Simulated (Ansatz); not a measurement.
We look at the formation energy of CeO2 (fluorite, Fm-3m) from the elements. Reaction: Ce (fcc) + O2 (gas) → CeO2 (fluorite). The sign is products less reactants. The value is per atom of the solid.

CeO2 (fluorite, Fm-3m), 3 atoms in the cell; spin state with PBE: no moments, k-point mesh 10×10×10 on the run's own vectors.
CeO$_{2}$ is taken in the cubic space group Fm-3m (No. 225), the fluorite structure, Pearson symbol cF12. Lattice parameters: a = 5.464 Å, b = 5.464 Å, c = 5.464 Å, α = 90.00°, β = 90.00°, γ = 90.00°. Ce on 4a is coordinated by 8 O at 2.366 Å (cubic). O on 8c is coordinated by 4 Ce at 2.366 Å (tetrahedral). (Neighbours: up to the widest gap in distance over summed covalent radii, below 1.35, at either atom; cation-cation and far metal-metal contacts left out.)
(The calculation used a cell of 3 atoms; values per cell refer to that cell.)

Ce (fcc, Fm-3m), 1 atom in the cell; spin state with PBE: no moments, k-point mesh 22×22×22 on the run's own vectors. Conventional cell: a = b = c = 4.7503 Å, α = β = γ = 90.00°.

An isolated O2 molecule (triplet) in a box of 11 × 11 × 13 Å.

All numbers come from Ansatz (a first-principles code), plane waves with PAW, its default PAW set, cutoff 420 eV, 500 eV for r2SCAN. The structures are at rest with PBE; other levels are single points on them. Neutral cells; Fermi-Dirac smearing of at most 0.10 eV in the solids, energies taken to zero width. The lattices are those relaxed with PBE, so at other levels the solids can be strained, which adds to the spread. A dispersion term (D3(BJ), or D4 for r2SCAN) was computed beside these levels and is taken off wherever the name lacks it. Static lattices, no vibrational contributions. Spin-orbit coupling is left out. Runs with 4f elements can settle in higher electronic states, so these values are less sure.

Question: Give the value at the level PBE.

Answer: -3.43 eV/atom, for Ce (fcc) + O2 (gas) → CeO2 (fluorite).

Question: How does the value move with the functional?

Answer: 
```csv
Level,value (eV/atom),less PBE
r2SCAN,-3.72,-0.29
```

The levels shown span 0.29 eV/atom, from r2SCAN (-3.72) to PBE (-3.43).
